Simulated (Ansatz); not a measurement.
System: B20 (FeSi-type) CoSi. Method: r²SCAN (plane waves, PAW; Ansatz, a first-principles code).

Numerical settings: plane-wave cutoff 560 eV, 12×12×12 k mesh, Fermi–Dirac smearing 0.05 eV, no spin polarisation, scalar-relativistic PAW data made under PBE.

Shape and atoms are relaxed at each volume.

Pressure at four volumes; x = ln(V/10.526 Å³). One pressure is withheld.

| V (Å³/atom) | x | P (GPa) |
|---|---|---|
| 10.105 | -0.0408 | ? |
| 10.315 | -0.0202 | 5.20 |
| 10.526 | 0.0000 | 0.00 |
| 10.947 | 0.0392 | -8.75 |

### Question
Pass a parabola P(x) through the three rows shown, estimate the bulk modulus and its pressure derivative near zero pressure, and predict the withheld pressure.

### Answer
Slopes between the rows: (0.00 − (5.20))/(0.0000 − (-0.0202)) = -257.43 and (-8.75 − (0.00))/(0.0392 − (0.0000)) = -223.21 GPa. Their difference over the span 0.0594 is c = 34.22/0.0594 = 576.1 GPa, so P(x) = 5.20 + (-257.43)(x − (-0.0202)) + 576.1 (x − (-0.0202))(x − (0.0000)). At the middle row B = −dP/dx = −[-257.43 + 576.1 × 0.0202] = 245.8 GPa, and B′ = dB/dP = 2c/B = 4.7. At x = -0.0408 the parabola gives 10.99 GPa; the run gives 11.03 GPa. The Birch–Murnaghan fit to the energies at all volumes has B0 = 245 GPa and B′ = 4.8.

Measured, for comparison: bulk modulus 207 GPa (temperature not stated, not corrected to a static lattice; as tabulated in Electronic Structure of B20 (FeSi-Type) Transition-Metal Monosilicides …). Computed less measured: bulk modulus +18 %.
